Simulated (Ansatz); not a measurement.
Levels about the gap of amorphous silicon oxide (Si$_{24}$O$_{47}$) (71 atoms in a cell of 1078 Å³, 2.20 g/cm³; zone centre alone, so wide bands show as single levels with stretches between that a denser mesh fills), at the geometry that PBE relaxed, where it gives 0.0 GPa on a denser mesh. The participation number counts the atoms over which a state spreads; weights are charges in smoothed Voronoi cells. The levels come from a single point, so bond lengths are those of that geometry. Method of the levels: PBE, scalar-relativistic without spin-orbit coupling (Ansatz, a first-principles code). Sampling: the zone centre alone; Fermi-Dirac width 0.02 eV; no spin polarisation. The usual formal charges leave 2 electrons over, so the level spacing at the Fermi energy parts defect or band states and needn't be the band gap. At PBE the levels at the filled edge of the gap are localised (band-tail or defect states), and the nearest spread-out levels lie 5.3 eV apart at the zone centre.

The cell was made by melting and quenching with the CHGNet potential and then relaxed with DFT. O atoms were pushed apart under 1.9 Å during the dynamics, to hinder bonds among them. The hot cell started wider than the set density and was brought back towards it in steps. It is the lowest in DFT energy of 2 quenches. It is a model cell: composition and starting density were chosen by hand, and all elements were melted together. No dispersion term was used. Its density started from a set value of 2.19 and ended at 2.20 g/cm³. The quench (nominally 88 K/ps over its main leg) was far faster than any real one, so the model tends to hold more defects than a real film. A cell of this size samples the disorder only roughly. The volume was free in the relaxation, at fixed shape. Stress components on the final sampling reach 3.2 GPa.

```tsv
E - E(highest filled), eV	filling	participation number	largest on	weight O	weight Si
-1.87	filled	27.4	O, 2 neighbours	0.96	0.04
-1.82	filled	29.8	O, 2 neighbours	0.96	0.04
-1.76	filled	23.2	O, 2 neighbours	0.96	0.04
-1.73	filled	19.4	O, 2 neighbours	0.97	0.03
-1.67	filled	23.6	O, 2 neighbours	0.97	0.03
-1.61	filled	14.5	O, 2 neighbours	0.97	0.03
0.00	filled	2.4	Si, 2 neighbours	0.35	0.65
3.73	empty	16.1	Si, 2 neighbours	0.55	0.45
3.82	empty	5.2	Si, 2 neighbours	0.46	0.54
5.00	empty	23.2	Si, 4 neighbours	0.58	0.42
5.34	empty	36.2	Si, 2 neighbours	0.65	0.35
5.49	empty	36.9	Si, 2 neighbours	0.65	0.35
5.63	empty	37.4	O, 2 neighbours	0.66	0.34
5.77	empty	41.9	O, 2 neighbours	0.69	0.31
```

Most localised among these is the filled level at +0.00 eV, on a Si atom, which has 2 neighbours (O 1.68 Å, O 1.70 Å).
